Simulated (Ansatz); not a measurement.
The parent structure is Mo in the bcc (W type) structure (space group Im-3m, No. 229; a = 3.130 Å; relaxed with 0.1 eV smearing). Axes: x, y, z lie along the cube axes.

It is then changed as follows: uniaxial stress, 3 GPa tension along z; all other stress components relax to zero.

Levels (all Ansatz, a quantum-chemistry and plane-wave program, PAW, earlier PAW set): PBEsol (420 eV, no spin-orbit coupling); r2SCAN (500 eV, scalar-relativistic without spin-orbit coupling).

The geometry is relaxed with PBEsol.

- PBEsol pressure = -1.0 GPa

Problem. Predict the pressure from r2SCAN.

Solution. The pressure goes up by 5.7 GPa to 4.7 GPa.

Single points use the geometry relaxed with PBEsol. Their cutoffs differ, which shifts pressures a little. Load acts through the strain it causes; cell and atoms are relaxed under it. Stability under load was not tested beyond the relaxation. All final runs are without spin polarisation.
